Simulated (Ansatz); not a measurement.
For GaSb (model structure, within 0.1 Å of Fm-3m, No. 225, 2 atoms in the cell), PBE (plane waves, PAW; Ansatz, an electronic-structure program) gives:

```
Property                       Value
---------------------  -------------
volume per atom        24.36 Å³/atom
enthalpy of formation  0.046 eV/atom
```

**Question.** What does r²SCAN in Ansatz (plane waves, PAW) give for the same quantities?

**Answer.** 
- equilibrium volume per atom: 23.63 Å³/atom (drops by 3.0 %)
- formation enthalpy: 0.062 eV/atom (goes up by 0.016 eV/atom)

Changes are worked out from the printed values.

Unless a cell is named, each level is at its own relaxed cell (PBE 24.36, r²SCAN 23.63 Å³/atom).

Levels without +SOC leave out spin–orbit coupling, which shifts energies and cells of such heavy elements.

Ansatz's density-functional and Hartree–Fock values are scalar-relativistic unless marked +SOC, with PAW data made under PBE.

A model structure was made by putting elements into a prototype or built by hand; it is no filed structure, need not be a known phase, and can be a saddle point held by its symmetry.
